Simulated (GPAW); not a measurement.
**A self-consistent single point of Zr4CuNi (I422, 6 atoms in the cell) with GPAW**

Method of the run: PBEsol, GPAW PAW datasets PBEsol (made by gpaw-setup) (plane waves; GPAW).

Input as run:

```python
from ase import Atoms
from ase.units import GPa
from gpaw import GPAW, PW

atoms = Atoms(['Zr', 'Zr', 'Zr', 'Zr', 'Cu', 'Ni'],
              cell=[[-3.295115, 3.295115, 2.603845],
                    [3.295115, -3.295115, 2.603845],
                    [3.295115, 3.295115, -2.603845]],
              scaled_positions=[[0.411190, 0.911190, 0.822380],
                                [0.911190, 0.088810, 0.500000],
                                [0.088810, 0.588810, 0.177620],
                                [0.588810, 0.411190, 0.500000],
                                [0.500000, 0.500000, 0.000000],
                                [0.000000, 0.000000, 0.000000]],
              pbc=True)

calc = GPAW(mode=PW(850),
            xc='PBEsol',
            kpts=(5, 5, 5),
            occupations={'name': 'methfessel-paxton', 'width': 0.136, 'order': 0},
            nbands=-10,
            convergence={'forces': 0.001},
            symmetry={'symmorphic': False, 'tolerance': 0.0005},
            maxiter=120,
            txt='-')

atoms.calc = calc

energy = atoms.get_potential_energy()
print('Energy (eV):', round(energy, 6))
forces = atoms.get_forces()
print('Forces (eV/Ang):')
print(forces.round(5))
stress = atoms.get_stress()
print('Stress (GPa, Voigt):', (stress / GPa).round(4))
```

The program printed (abridged):

```
Input parameters:
  convergence: {forces: 0.001}
  kpts: [5 5 5]
  maxiter: 120
  mode: {ecut: 850.0,
         name: pw}
  nbands: -10
  occupations: {name: methfessel-paxton,
                order: 0,
                width: 0.136}
  symmetry: {symmorphic: False,
             tolerance: 0.0005}
  xc: PBEsol

species:
  Zr:
    name: Zirconium
    Z: 40.0
    valence: 12
    core: 28
    charge: 0.0
    file: Zr.PBEsol.gz

    # Using partial waves for Zr as LCAO basis

  Cu:
    name: Copper
    Z: 29.0
    valence: 11
    core: 18
    charge: 0.0
    file: Cu.PBEsol.gz

    # Using partial waves for Cu as LCAO basis

  Ni:
    name: Nickel
    Z: 28.0
    valence: 16
    core: 12
    charge: 0.0
    file: Ni.PBEsol.gz

    # Using partial waves for Ni as LCAO basis

Reference energy: -477668.472843  # eV

Spin-paired calculation

Convergence criteria:
 Maximum [total energy] change in last 3 cyles: 0.0005 eV / valence electron
 Maximum integral of absolute [dens]ity change: 0.0001 electrons / valence electron
 Maximum integral of absolute [eigenst]ate change: 4e-08 eV^2 / valence electron
 Maximum change in the atomic [forces] across last 2 cycles: 0.001 eV/Ang OR
Maximum error relative to the maximum force is below inf
 Maximum number of scf [iter]ations: 120

Symmetries present (total): 8
Symmetries with fractional translations: 0
125 k-points: 5 x 5 x 5 Monkhorst-Pack grid
18 k-points in the irreducible part of the Brillouin zone
       k-points in crystal coordinates                weights
   0:     0.00000000    0.00000000    0.00000000          1/125
   1:     0.20000000   -0.20000000    0.00000000          4/125
   2:     0.20000000   -0.20000000    0.20000000          4/125
   [... 7 lines left out ...]
          ...
  17:     0.40000000    0.40000000    0.40000000          8/125

Wave functions: Plane wave expansion
  Cutoff energy: 850.000 eV
  Number of coefficients (min, max): 6336, 6392
  Pulay-stress correction: 0.000000 eV/Ang^3 (de/decut=0.000000)

Occupation numbers: Methfessel-Paxton:
  width: 0.1360  # eV
  order: 0

Eigensolver

Densities:
  Coarse grid: 36*36*36 grid
  Fine grid: 72*72*72 grid
  Total Charge: 0.000000

Density mixing:
  Method: separate
  Backend: pulay
  Linear mixing parameter: 0.05
  old densities: 5
  Damping of long wavelength oscillations: 50

Hamiltonian:
  XC and Coulomb potentials evaluated on a 72*72*72 grid
  External potential:
    NoExternalPotential

XC parameters: PBEsol with 2 nearest neighbor stencil

Number of atoms: 6
Number of atomic orbitals: 73
Number of bands in calculation: 47
Number of valence electrons: 75
Bands to converge: occupied

Density initialized from atomic densities
  47 bands from LCAO basis set

Atomic positions and initial magnetic moments

Positions:
   0 Zr     4.357394    1.062279    1.301923    ( 0.0000,  0.0000,  0.0000)
   1 Zr    -1.062279    4.357394    1.301923    ( 0.0000,  0.0000,  0.0000)
   2 Zr     2.232836   -1.062279    1.301922    ( 0.0000,  0.0000,  0.0000)
   3 Zr     1.062279    2.232836    1.301923    ( 0.0000,  0.0000,  0.0000)
   4 Cu     0.000000    0.000000    2.603845    ( 0.0000,  0.0000,  0.0000)
   5 Ni     0.000000    0.000000    0.000000    ( 0.0000,  0.0000,  0.0000)

Unit cell:
           periodic     x           y           z      points  spacing
  1. axis:    yes   -3.295115    3.295115    2.603845    36     0.1135
  2. axis:    yes    3.295115   -3.295115    2.603845    36     0.1135
  3. axis:    yes    3.295115    3.295115   -2.603845    36     0.1294

  Lengths:   5.338125   5.338125   5.338125
  Angles:  103.764517 103.764517 121.610099

Effective grid spacing dv^(1/3) = 0.1343

     iter     time        total  log10-change:
                         energy   eigst   dens  force
iter:   1 --:--:--   -53.505135
iter:   2 --:--:--   -46.125464   +0.08  -1.24
iter:   3 --:--:--   -46.064362   -0.69  -1.47
iter:   4 --:--:--   -45.784304   -0.93  -1.50
iter:   5 --:--:--   -45.527499   -1.43  -1.67
iter:   6 --:--:--   -45.533611   -1.84  -1.92
iter:   7 --:--:--   -45.519097c  -1.78  -2.06
iter:   8 --:--:--   -45.498321c  -2.37  -2.41
iter:   9 --:--:--   -45.474306   -2.34  -2.31
iter:  10 --:--:--   -45.465555c  -3.27  -2.72
iter:  11 --:--:--   -45.454250c  -3.15  -2.80
iter:  12 --:--:--   -45.457363c  -3.80  -2.98
iter:  13 --:--:--   -45.454828c  -4.11  -3.08
iter:  14 --:--:--   -45.453835c  -3.91  -3.21
iter:  15 --:--:--   -45.453963c  -4.49  -3.40
iter:  16 --:--:--   -45.454082c  -4.90  -3.44
iter:  17 --:--:--   -45.453906c  -4.75  -3.56
iter:  18 --:--:--   -45.453906c  -5.51  -3.79
iter:  19 --:--:--   -45.453901c  -6.16  -3.80
iter:  20 --:--:--   -45.453902c  -5.76  -3.88
iter:  21 --:--:--   -45.453903c  -6.29  -4.27c
iter:  22 --:--:--   -45.453902c  -7.17  -4.45c
iter:  23 --:--:--   -45.453903c  -6.36  -4.47c
iter:  24 --:--:--   -45.453900c  -6.62  -4.57c
iter:  25 --:--:--   -45.453899c  -7.25  -4.98c
iter:  26 --:--:--   -45.453899c  -8.35c -5.52c
iter:  27 --:--:--   -45.453899c  -8.86c -5.63c -5.12c

Converged after 27 iterations.

Dipole moment: (-0.000000, -0.000000, -0.000000) |e|*Ang

Energy contributions relative to reference atoms: (reference = -477668.472843)

Kinetic:        -17.350125
Potential:      +10.793155
External:        +0.000000
XC:             -40.526356
Entropy (-ST):   -0.045800
Local:           +1.652328
SIC:             +0.000000
--------------------------
Free energy:    -45.476799
Extrapolated:   -45.453899

Showing only first 2 kpts
 Kpt  Band  Eigenvalues  Occupancy
  0    35      8.67582    2.00000
  0    36      8.73173    1.99998
  0    37      9.00186    1.86322
  0    38      9.37773    0.01549

  1    35      8.65713    2.00000
  1    36      8.78085    1.99985
  1    37      9.00533    1.85345
  1    38      9.26586    0.20863

Fermi level: 9.14495

No gap
No difference between direct/indirect transitions
Energy (eV): -45.453899

Forces in eV/Ang:
  0 Zr    0.02602    0.02602    0.00000
  1 Zr   -0.02602    0.02602    0.00000
  2 Zr   -0.02602   -0.02602    0.00000
  3 Zr    0.02602   -0.02602    0.00000
  4 Cu    0.00000   -0.00000    0.00000
  5 Ni    0.00000    0.00000    0.00000

Stress tensor:
     0.031859     0.000000    -0.000000
     0.000000     0.031859     0.000000
    -0.000000     0.000000     0.032132
Stress (GPa, Voigt): [ 5.1043  5.1043  5.1481  0.     -0.      0.    ]
```

The run converged in 27 iterations. GPAW prints stress with tension positive.

The starting cell comes from a database of computed structures (which also holds hypothetical and non-ambient phases and stackings), without a prior relaxation at this level. Spin polarisation is off. With a pressure of about -5 GPa the cell is away from its equilibrium volume at this level.

Cost on one core of a shared machine: roughly 2 min.
